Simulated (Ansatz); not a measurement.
A self-consistent single point of ScAl (Cmcm, 4 atoms in the cell) with Ansatz (an electronic-structure program).

Method: PBEsol, PAW files made with PBE (plane waves; Ansatz).

The change in words: lattice scaled by 0.98. Reference geometry:
```
ScAl
1.0
    2.16967    -5.26545     0.00000
    2.16967     5.26545     0.00000
    0.00000     0.00000     3.78223
Sc Al
2 2
Cartesian
  2.16967  -3.84041   0.94556
  2.16967   3.84041   2.83667
  2.16967  -0.88986   0.94556
  2.16967   0.88986   2.83667
```

Reference input (self-consistent single point, DFT, PBEsol, plane waves, PAW files made with PBE): kpoints.mp_grid.grid = 6 6 6; hamiltonian.xc = pbesol; hamiltonian.pseudopotentials = {kind: paw} (an earlier, softer set of the program's PAW files); scf.occupations.method = fermi_dirac; scf.occupations.width = 0.0073 Ry. This run's input differs from it in these lines:

Ansatz 0.2 input:
```diff
@@ -3,10 +3,10 @@
   lattice:
-    - [2.16967400, -5.26544600, 0.00000000]
-    - [2.16967400, 5.26544600, 0.00000000]
-    - [0.00000000, 0.00000000, 3.78222700]
+    - [2.12628100, -5.16013700, 0.00000000]
+    - [2.12628100, 5.16013700, 0.00000000]
+    - [0.00000000, 0.00000000, 3.70658200]
   atoms:
-    - { symbol: Sc, position_ang: [2.16967400, -3.84040569, 0.94555675] }
-    - { symbol: Sc, position_ang: [2.16967400, 3.84040569, 2.83667025] }
-    - { symbol: Al, position_ang: [2.16967400, -0.88986037, 0.94555675] }
-    - { symbol: Al, position_ang: [2.16967400, 0.88986037, 2.83667025] }
+    - { symbol: Sc, position_ang: [2.12628100, -3.76359752, 0.92664550] }
+    - { symbol: Sc, position_ang: [2.12628100, 3.76359752, 2.77993650] }
+    - { symbol: Al, position_ang: [2.12628100, -0.87206315, 0.92664550] }
+    - { symbol: Al, position_ang: [2.12628100, 0.87206315, 2.77993650] }
 kpoints:
```

Log, with long lists cut:

```
SCF iter   1: F=—  HF=-5273.588804 eV  |F-HF|=—  |Δ(HF+E_count)|=         —  Δρ=3.00e-2  dr2=1.30e0  ethr=3.10e-3  ⟨swp⟩=5.7  Hψ=4443  notcnv=0
all-band conjugate gradients solve this SCF's bands
preconditioner: auto → Kerker (q_TF=auto, 2.284 Å⁻¹)
SCF iter   2: F=—  HF=-5273.269122 eV  |F-HF|=—  |Δ(HF+E_count)|=   3.20e-1  Δρ=1.42e-2  dr2=3.00e-1  ethr=3.10e-3  ⟨swp⟩=2.5  Hψ=1741  notcnv=0
SCF iter   3: F=—  HF=-5273.186308 eV  |F-HF|=—  |Δ(HF+E_count)|=   8.28e-2  Δρ=4.45e-3  dr2=2.40e-2  ethr=1.07e-3  ⟨swp⟩=2.0  Hψ=1344  notcnv=0
SCF iter   4: F=—  HF=-5273.180580 eV  |F-HF|=—  |Δ(HF+E_count)|=   5.73e-3  Δρ=5.41e-4  dr2=3.03e-4  ethr=8.56e-5  ⟨swp⟩=2.1  Hψ=1382  notcnv=0
SCF iter   5: F=—  HF=-5273.180531 eV  |F-HF|=—  |Δ(HF+E_count)|=   4.98e-5  Δρ=9.25e-5  dr2=9.28e-6  ethr=1.08e-6  ⟨swp⟩=2.4  Hψ=1392  notcnv=0
SCF iter   6: F=—  HF=-5273.180534 eV  |F-HF|=—  |Δ(HF+E_count)|=   3.62e-6  Δρ=2.39e-5  dr2=7.20e-7  ethr=3.32e-8  ⟨swp⟩=2.2  Hψ=1261  notcnv=0
SCF iter   7: F=-5273.180534 eV  HF=-5273.180534 eV  |F-HF|=2.43e-8  |Δ(HF+E_count)|=   1.56e-7  Δρ=5.80e-6  dr2=3.64e-8  ethr=3.57e-10  ⟨swp⟩=5.8  Hψ=4050  notcnv=0
SCF 1 converged in 7 iterations: F = -5273.180534 eV  dr2 = 3.64e-8
Free energy (F): -5273.180534 eV
Internal energy: -5273.063436 eV  (E = F + TS)
E sigma→0 (E₀):  -5273.121985 eV
Entropy (-TS):   -0.117098 eV (-29.274 meV/atom)
Fermi energy:    8.125585 eV
--- Forces (eV/Å), atoms counted from 1 ---
  atom   1  Sc     0.00000000     0.09276126    -0.00000000
  atom   2  Sc    -0.00000000    -0.09276126     0.00000000
  atom   3  Al     0.00000000    -0.20603719     0.00000000
  atom   4  Al    -0.00000000     0.20603719    -0.00000000
--- Stress (GPa, compression-positive) ---
        1.398191       0.000000      -0.000000
        0.000000       2.550633       0.000000
       -0.000000       0.000000       1.556438
  P = ⅓ Tr σ = 1.8351 GPa (18.351 kbar)
  The stress holds the Pulay correction. Without it, at fixed plane waves, as pw.x and ABINIT print it: P = 1.8227 GPa
```

The run converged in 7 iterations. Against the reference run the free energy drops by 3.9 meV/atom, the pressure goes from -2.61 to 1.84 GPa and the largest force goes from 0.077 to 0.206 eV/Å.

The starting cell comes from a database of computed structures (which also holds hypothetical and non-ambient phases and stackings), without a prior relaxation at this level. Its lattice was rescaled by a random factor within 2.5 % of one. For this run, on top of that: lattice scaled by 0.98. Ansatz's pressure includes its estimate of the finite-basis (Pulay) stress.
